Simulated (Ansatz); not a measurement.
Take Na in the bcc (W type) structure (space group Im-3m, No. 229) as the base.

```yaml
crystal:
  lattice:
    - [-2.11099, 2.11099, 2.11099]
    - [2.11099, -2.11099, 2.11099]
    - [2.11099, 2.11099, -2.11099]
  atoms:
    - { symbol: Na, position: [0.00000, 0.00000, 0.00000] }
```

All numbers come from r2SCAN (Ansatz, a first-principles code; PAW; 500 eV plane waves; no SOC).

For the base:

| Property | Value |
|---|---|
| Lattice parameter a | 4.222 Å |

It is then changed as follows: every Na is replaced by K, then cell and atoms are relaxed.

Tabulated Pauling electronegativity and covalent radius: Na 0.93, 1.66 Å; K 0.82, 2.03 Å.

Task: What does the calculation give for the lattice parameter a after the change?

Result: The lattice parameter a grows by 1.122 Å (4.222 Å → 5.344 Å).

Stability against distortions was not tested.
